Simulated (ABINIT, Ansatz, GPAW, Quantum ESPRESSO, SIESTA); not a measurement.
One structure in several programs: Mg₆CuBi (Amm2, 8 atoms in the cell)

Self-consistent single point.

```yaml
crystal:
  lattice:
    - [4.98487, 0.00000, 0.00000]
    - [0.00000, 3.24580, 5.45747]
    - [0.00000, -3.24580, 5.45747]
  atoms:
    - { symbol: Mg, position: [0.50000, 0.83276, 0.33606] }
    - { symbol: Mg, position: [0.50000, 0.33606, 0.83276] }
    - { symbol: Mg, position: [0.00000, 0.68603, 0.14429] }
    - { symbol: Mg, position: [0.00000, 0.14429, 0.68603] }
    - { symbol: Mg, position: [0.00000, 0.67115, 0.67115] }
    - { symbol: Mg, position: [0.00000, 0.15954, 0.15954] }
    - { symbol: Cu, position: [0.50000, 0.83604, 0.83604] }
    - { symbol: Bi, position: [0.50000, 0.33412, 0.33412] }
```

All programs got the same cell, k-point mesh and kind of occupations (in Ansatz's words: kpoints.mp_grid.grid = 4 3 3; scf.occupations.method = gaussian; scf.occupations.width = 0.136 eV); potentials, basis and cutoffs are each program's usual ones.

| code | model | pressure (GPa) | largest force (eV/Å) | k-points | cutoff |
|---|---|---|---|---|---|
| Quantum ESPRESSO | PBEsol, PseudoDojo standard norm-conserving (PBESOL) pseudopotentials | -1.45 | 0.207 | 12 | 95 Ry |
| Ansatz | PBEsol, PAW files made with PBE | -1.44 | 0.203 | 12 | default |
| ABINIT | PBEsol, PAW (JTH v2.0 PBE PAW, files made for PBE) | -1.49 | 0.206 | 12 | 30 Ha |
| GPAW | PBEsol, GPAW PAW datasets PBEsol (made by gpaw-setup) | -1.46 | 0.205 | 12 | 800 eV |
| SIESTA | GGA PBEsol, numerical atomic orbitals TZP, PseudoDojo PBEsol standard norm-conserving potentials (rewritten from UPF to PSML) | -1.18 | 0.293 | 20 | grid 350 Ry |

Size of the force on each atom (eV/Å): Sizes of forces hide their directions.

| code | Mg1 | Mg2 | Mg3 | Mg4 | Mg5 | Mg6 | Cu7 | Bi8 |
|---|---|---|---|---|---|---|---|---|
| Quantum ESPRESSO | 0.035 | 0.035 | 0.181 | 0.181 | 0.054 | 0.207 | 0.007 | 0.029 |
| Ansatz | 0.034 | 0.034 | 0.176 | 0.176 | 0.051 | 0.203 | 0.007 | 0.028 |
| ABINIT | 0.032 | 0.032 | 0.178 | 0.178 | 0.053 | 0.206 | 0.009 | 0.029 |
| GPAW | 0.033 | 0.033 | 0.179 | 0.179 | 0.045 | 0.205 | 0.008 | 0.026 |
| SIESTA | 0.047 | 0.047 | 0.293 | 0.293 | 0.018 | 0.264 | 0.018 | 0.005 |

The spread over the programs that give each value: pressure within 0.31 GPa; largest force within 0.090 eV/Å.

The starting cell comes from a database of computed structures (which also holds hypothetical and non-ambient phases and stackings), without a prior relaxation at this level. On Ansatz's run: Spin-orbit coupling is off. Spin polarisation is off.

Q: Why do the programs differ, and what cannot be compared?

A: Differences of this kind can come from the potentials, where these differ, and from what each basis and cutoff leave unconverged. The valence holds different numbers of electrons (Quantum ESPRESSO 94, Ansatz (an electronic-structure program) 94, ABINIT 94, GPAW 86, SIESTA 94). The zero of total energies and Fermi levels follows the potentials and each program's conventions, so they are not compared here. SIESTA uses small atom-centred bases, whose incompleteness enters pressures, forces and empty levels differently from a plane-wave cutoff. Ansatz's pressure is given at a fixed set of plane waves, as the other plane-wave codes print theirs. The programs reduce the same mesh by symmetry to different extents, which changes the work and not the result. In the force vectors, SIESTA (by 0.127) lies more than 0.08 eV/Å from the median of the plane-wave programs.

Left out of this page: CP2K (unsound by tests on forces, stress, charge or solver warnings); Elk and FLEUR (not drawn, or without a comparable value).

Keys are those of Ansatz 0.2.
